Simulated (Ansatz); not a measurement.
# C (model structure, started from the Ge type, P4₃2₁2, No. 96, 12 atoms in the cell): smallest direct gap on the k points sampled by level of theory

No measured value is used here.

| level (code) | value (eV) | cell (Å³/atom) |
|---|---|---|
| LDA (Ansatz) | ___ | 5.45 |
| PBEsol (Ansatz) | 5.47 | 5.54 |
| r²SCAN (Ansatz) | 5.91 | 5.61 |
| r²SCAN+rVV10 (Ansatz) | 5.91 | 5.60 |
| HSE06 (Ansatz) | 6.93 | 5.54 |

Task: Complete the blanks.

Result: 
- LDA (Ansatz, a first-principles code), value (eV): 5.58

At these levels the smallest gap is indirect and lower: LDA 4.97, PBEsol 4.91, r²SCAN 5.37, r²SCAN+rVV10 5.36, HSE06 6.28 eV. Computed values are for a static lattice.  Values are at the level's own equilibrium cell; HSE06 at the PBEsol cell. Cutoffs and k meshes differ between the levels. Ansatz's density-functional and Hartree–Fock values are scalar-relativistic unless marked +SOC, with PAW data made under PBE.

A model structure was made by putting elements into a prototype or built by hand; it is no filed structure, need not be a known phase, and can be a saddle point held by its symmetry.
